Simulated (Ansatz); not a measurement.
# A computed series for CdI2: response to strain

Consider CdI$_{2}$ in the CdI2 type structure (space group P-3m1, No. 164; layered, stacked along the Cartesian z axis).

```
CELL_PARAMETERS angstrom
      4.15270     0.00000     0.00000
     -2.07635     3.59635     0.00000
      0.00000     0.00000     6.55084
ATOMIC_POSITIONS crystal
  Cd 0.00000 0.00000 0.00000
  I  0.66667 0.33333 0.26119
  I  0.33333 0.66667 0.73881
```

Cartesian axes are those of the cell as printed.

Strains are applied to the cell and any free atomic positions relax.

Computed with PBEsol-D3(BJ)/PAW in Ansatz (an electronic-structure program), no spin-orbit coupling.

Candidates:
(a) uniaxial strain ε_zz = +0.50 %
(b) uniaxial strain ε_zz = +3.00 %
(c) uniaxial strain ε_zz = −2.50 %

Base values:

The smallest direct gap is 2.56 eV.

Order them by smallest direct gap, highest first.

(b) uniaxial strain ε_zz = +3.00 % (2.64 eV), (a) uniaxial strain ε_zz = +0.50 % (2.58 eV), (c) uniaxial strain ε_zz = −2.50 % (2.45 eV)

Spin-orbit coupling, missing from the scalar runs, can matter with I. No phonon test of stability was made.
